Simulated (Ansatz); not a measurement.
L1₂ (Cu3Au-type) Pt₃Ti was calculated with PBEsol+SOC in Ansatz (PAW).

Input file:

Ansatz 0.2 input:
```yaml
crystal:
  lattice:
    - [3.8974226244, 0.0, 0.0]
    - [0.0, 3.8974226244, 0.0]
    - [0.0, 0.0, 3.8974226244]
  atoms:
    - { symbol: Ti, position: [0.0, 0.0, 0.0] }
    - { symbol: Pt, position: [0.0, 0.5, 0.5] }
    - { symbol: Pt, position: [0.5, 0.0, 0.5] }
    - { symbol: Pt, position: [0.5, 0.5, 0.0] }
basis:
  ecutwfc: 520
  ecutrho_ratio: 4
  xc_grid: 2
kpoints:
  mp_grid: { grid: [14, 14, 14] }
hamiltonian:
  xc: pbesol
  dispersion: none
  pseudopotentials: { kind: paw }
scf:
  occupations: { method: fermi_dirac, width: 0.05 }
  convergence: { dr2_threshold: 0.0000000004 }
output:
  forces: true
  stress: true
  eigenvalues: true
magnetization:
  noncollinear: true
  spin_orbit: true
```

Excerpt of the program's output:

```
Crystal: 4 atoms, lattice volume = 59.201 Å³
Basis set: ecut = 520 eV, 1575 PW (Γ), exchange–correlation on 60×60×60 points (8 copies of the dense FFT grid, shifted against one another)
Bands: 80, of which v1, the nominal top of the filled ones, is band 66 counted from 1 (65 counted from 0)
Symmetry: 48 space group operations + 48 with time reversal
k-points: 120 of 2744
Initial density: superposition of atomic densities (chi_scale 0.1, normalization cell, long waves kept (reshape's long-wave potential 0.00 eV rms))
Functional: x = pbesol(κ = 0.804, μ = 0.12345679012345678), c = pbesol(β = 0.046)
spin=Noncollinear: Kerker preconditioning applied to the charge; magnetization (m_x, m_y, m_z) channels mix plain (no charge-response kernel on spin).
SCF 1 converged in 12 iterations: F = -39730.779360 eV  dr2 = 3.84e-10
SCF converged after 12 iterations
Free energy (F): -39730.779360 eV
Internal energy: -39730.769675 eV  (E = F + TS)
E sigma→0 (E₀):  -39730.774517 eV
Fermi energy:    22.482130 eV
--- Forces (eV/Å), atoms counted from 1 ---
  atom   1  Ti     0.00000000    -0.00000000     0.00000000
  atom   2  Pt     0.00000000    -0.00000000    -0.00000000
  atom   3  Pt     0.00000000    -0.00000000    -0.00000000
  atom   4  Pt     0.00000000    -0.00000000    -0.00000000
--- Stress (GPa, compression-positive) ---
       -0.000331      -0.000000       0.000000
       -0.000000      -0.000331       0.000000
        0.000000       0.000000      -0.000331
  P = ⅓ Tr σ = -0.0003 GPa (-0.003 kbar)
```

The PAW data were made under PBE.

Ansatz is a quantum-chemistry and plane-wave program.
